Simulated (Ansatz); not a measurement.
# Point defect H interstitial in zinc-blende GaSb

The numbers are results of PBE, PAW (plane waves to 420 eV; Ansatz, a quantum-chemistry and plane-wave program), not measurements. Set-up: 64-site cell; 2×2×2 shifted k-points; start: void with 4Sb nearest; no spin–orbit coupling; the functional closes the host's gap; energies good to tenths of an eV.

Neighbours after relaxation, in Å: of the H atom: Sb 1.80, Sb 2.92, Sb 2.92, Sb 2.92, Ga 2.96, Ga 2.96, Ga 2.96.

The name describes the start; the neighbours show where the atoms ended.

```json
[
 {"charge": "0†", "moment (μB)": "fractional", "largest move off a lattice site (Å)": "0.39"}
]
```

† Not settled in this cell, so no level is given: charge 0: fractional moment, a level filled in part.

Starting moments that weren't kept: charge 0 began with 1 μB and ended with 0.5.

Not the lowest form: the same atoms on another site or from another start ended lower, by 0.34 eV at charge 0.
